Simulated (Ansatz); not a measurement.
Functionals compared on a constructed model of the (111) surface of fcc Pd, a pseudomorphic layer of Rh in the host's stacking (bottom of the slab: a bare face, its two planes held), in Ansatz (plane waves, PAW). The structure was relaxed with PBE; the other rows are single points on it. Cutoff 420 eV (500 eV for r2SCAN).

Slab: 7 atoms, 13.8 Å thick at the start; k 15x15x1, smearing 0.1 eV, dipole-corrected; 2 atoms held, the rest relaxed; start symmetry kept, larger cells not searched; no spin, no spin-orbit, no U. In PBE it is, or lies within 0.01 eV a 1x1 cell of, the lowest of the 2 structures of its composition computed so far; larger cells were not tried. These notes are the PBE run's.

```csv
functional,work function of the top face (eV),rough cost of the single point
PBE,5.27,–
RPBE,5.09,about 40 core-seconds (a rough figure)
r2SCAN,[?],around 2.0 core-minutes (rough)
```

Question: What belongs in the gaps?

Answer: 
- r2SCAN, work function of the top face (eV): 5.27

Ansatz is a program for electronic structure.
